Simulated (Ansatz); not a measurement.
**Thickness series in NiSi2**

The parent structure is NiSi2 (space group Fm-3m, No. 225; a = 5.3870 Å; non-magnetic). Axes: x, y, z lie along the cube axes.

Free-standing slabs (3 atom(s) a layer) normal to [111] with 15 Å of vacuum; in-plane cell held at bulk.

Computed with r2SCAN (Ansatz, a first-principles code; PAW; 500 eV plane waves; without spin-orbit coupling).

Notes on the quantities. excess energy per area of both faces: slab less bulk energy over the cell's area: twice a surface energy; uncertain by up to 0.2 J/m².

| case | excess energy per area of both faces | change of the spacing d23 from its bulk value of 0.778 Å | thickness between the outermost nuclei | change of the spacing d12 from its bulk value of 0.778 Å |
|---|---|---|---|---|
| 1 layer | – | – | 1.07 Å | -30.9 % |
| 2 layers | 2.4 J/m² | -11.3 % | 4.38 Å | -12.7 % |
| 3 layers | 2.2 J/m² | -10.1 % | 7.51 Å | -10.7 % |
| 4 layers | 2.3 J/m² | -10.6 % | 10.64 Å | -9.4 % |
| 5 layers | 2.3 J/m² | -10.2 % | 13.79 Å | -8.6 % |
| 6 layers | 2.3 J/m² | -10.7 % | 16.89 Å | -8.2 % |

The excess energy carries the mismatch between the slab's and the bulk's meshes. Whether these cells are dynamically stable was not tested. Seeded moments were not kept for the base. The final runs are not spin-polarised.
